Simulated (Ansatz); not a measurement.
# TiAl3 (space group I4/mmm, No. 139)

```
CELL_PARAMETERS angstrom
     -1.92281     1.92281     4.30969
      1.92281    -1.92281     4.30969
      1.92281     1.92281    -4.30969
ATOMIC_POSITIONS crystal
  Al 0.50000 0.50000 0.00000
  Al 0.75000 0.25000 0.50000
  Al 0.25000 0.75000 0.50000
  Ti 0.00000 0.00000 0.00000
```

The values are results of Ansatz (an electronic-structure program) PBE, no spin-orbit coupling, earlier PAW set, not measurements. Γ-centred 17×17×17 mesh, Fermi–Dirac width 0.05 eV.

* **Volume per atom**: 15.93 Å³
* **Density**: 3.36 g/cm³
* **Band gap**: zero
* **Total energy**: -1028.441 eV/atom (σ→0; compares only within this code and set-up)

Whether these cells are dynamically stable was not tested. The final runs are not spin-polarised.
